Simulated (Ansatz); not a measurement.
Base system: SnO in the litharge type structure (space group P4/nmm, No. 129; a = 3.793 Å, c = 4.765 Å; layered, stacked along the Cartesian z axis).

Structures relaxed with DFT with r2SCAN+rVV10, PAW potentials and a 500 eV plane-wave cutoff in Ansatz (an electronic-structure program), without spin-orbit coupling.

Base:

Simulated powder pattern, Co Kα, λ = 1.79026 Å (kinematic, ideal powder, no thermal factors, no anomalous dispersion; the 8 strongest lines at most, above 2 %, up to 2θ = 90°):

```tsv
2θ (°)	I/Imax (%)	hkl
35.11	100	(101)
38.99	28	(110)
44.14	9.8	(002)
56.32	17	(200)
60.33	27	(112)
68.12	30	(211)
74.20	9.2	(202)
75.32	11	(103)
```

The change: every Sn is replaced by Rh, then cell and atoms are relaxed.

Q: Where do the lines fall after the change?

A: 
Simulated powder pattern, Co Kα, λ = 1.79026 Å (kinematic, ideal powder, no thermal factors, no anomalous dispersion; the 8 strongest lines at most, above 2 %, up to 2θ = 90°):

```
2θ (°)  d (Å)  I/Imax (%)    hkl
------  -----  ----------  -----
41.04   2.554         100  (101)
43.91   2.394          33  (110)
52.09   2.039          13  (111)
63.84   1.693          19  (200)
64.12   1.686          12  (102)
72.74   1.510          16  (112)
78.75   1.411          29  (211)
89.02   1.277         5.4  (202)
```

The indices refer to each structure's own conventional cell; one index is shown for lines that coincide.

No phonon test of stability was made. As relaxed here, RhO is a hypothetical phase, not in the database extracts checked. No Hubbard U is applied, and correlation can decide whether such a compound is a metal. All final runs are without spin polarisation.
